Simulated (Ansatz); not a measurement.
## Amorphous Si24Te36

Preparation: random packing, a CHGNet melt and quench, and a DFT relaxation. The hot cell started wider than the set density and was brought back towards it in steps. It is the lowest in DFT energy of 4 quenches. It is a model cell: composition and starting density were chosen by hand, and all elements were melted together. The geometry includes D3(BJ) dispersion.

Method: PBE-D3(BJ), scalar-relativistic without spin-orbit coupling, PAW (Ansatz default set, large-core Te) (plane waves to 420 eV; Ansatz, an electronic-structure program). Geometry, pressure, stress and energy are those of the PBE run. Its sampling: a 2×2×2 Γ-centred mesh; Fermi-Dirac width 0.05 eV; no spin polarisation.

```yaml
number_of_atoms_in_the_cell: 60
Density (volume relaxed, with D3(BJ)): 4.76 g/cm³
volume_per_atom: 30.60 Å³
Pressure on a 2×2×2 Γ-centred mesh: 0.03 GPa
Largest force and stress component on that mesh (the relaxation ran on one k-point at (1/4, 1/4, 1/4)): 0.17 eV/Å and 0.9 GPa
Energy relative to trigonal Te + silicon (lowest mix at this level among the phases computed, not always the ambient ones): 0.140 eV/atom
Gap on a 2×2×2 Γ-centred mesh (PBE): 0.36 eV
Gap at the zone centre (PBE): 0.49 eV
```

Bonds are counted up to Si-Si 2.62 Å, Si-Te 3.00 Å, Te-Te 3.31 Å.

```yaml
Mean coordination of Si: 4.08 (22 with 4, 2 with 5)
Mean coordination of Te: 2.39 (1 with 1, 22 with 2, 11 with 3, 2 with 4)
Mean Si-Te bond: 2.584 Å (spread 0.076 Å, 60 counted)
Mean Si-Si bond: 2.362 Å (spread 0.035 Å, 19 counted)
```

Its density started from a set value of 4.78 g/cm³. The simulated quench (nominally 40 K/ps over its main leg) is rapid and tends to freeze in more defects than a deposited or slowly cooled glass has. Values belong to this one cell and scatter from quench to quench. The volume was free in the relaxation, at fixed shape. Stress components on the final sampling reach 0.9 GPa. On a 2×2×2 Γ-centred mesh force components of up to 0.17 eV/Å stay, since the relaxation ran on one k-point at (1/4, 1/4, 1/4).
